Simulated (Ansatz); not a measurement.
**HfO2 under a change: biaxial strain −0.50 %, plane normal [001], relaxed out of plane**

Base system: HfO2 in the fluorite structure (space group Fm-3m, No. 225; a = 5.0010 Å). Axes: x, y, z lie along the cube axes.

Now apply this change: biaxial strain −0.50 %, plane normal [001], relaxed out of plane (Cartesian); in-plane vectors clamped, the third vector and the atoms free.

Calculations: plane-wave PAW DFT at the LDA level (Ansatz, an electronic-structure program, 420 eV), no SOC. k-mesh 11×11×11 (Γ-centred); smearing 0.05 eV (Fermi–Dirac).

| quantity | base | changed | shift |
|---|---|---|---|
| volume per atom | 10.42 Å³ | 10.34 Å³ | -0.08 Å³ |
| space group | Fm-3m (No. 225) | I4/mmm (No. 139) | – |
| shortest interatomic distance | 2.166 Å | 2.160 Å | -0.006 Å |
| energy relative to the base (free energy F) | 0 meV/atom | +1.0 meV/atom | +1.0 meV/atom |
| pressure (mean of the normal stresses, compression positive) | 0.0 kbar | 22.9 kbar | +22.98 kbar |
| band gap | 3.66 eV | 3.65 eV | -0.01 eV |
| gap character | – | direct at X | – |
| electron mass | 1.1 mₑ along k, 0.68 mₑ across (at X) | 1.1 mₑ along k, 0.68 mₑ across (at X) | – |
| out-of-plane strain | – | +0.20 % | – |
| mean in-plane stress (compression positive) | – | +3.4 GPa | – |

Final structure (turned so that z lies along the plane normal):

```
CELL_PARAMETERS angstrom
      3.51859     0.00000     0.00000
      0.00000     3.51859     0.00000
      1.75929    -1.75929     2.50557
ATOMIC_POSITIONS crystal
  Hf 0.00000 0.00000 0.00000
  O  0.75000 0.75000 0.50000
  O  0.25000 0.25000 0.50000
```

Spin-orbit coupling, missing from the scalar runs, can matter with Hf. Masses are band curvatures over ±0.01 Å⁻¹ around the edge. Along k means along the line from Γ to the band edge. No phonon test of stability was made. This is not the structure that HfO2 has at room temperature and ambient pressure. Labels are those of the standard path for the cell's own space group.
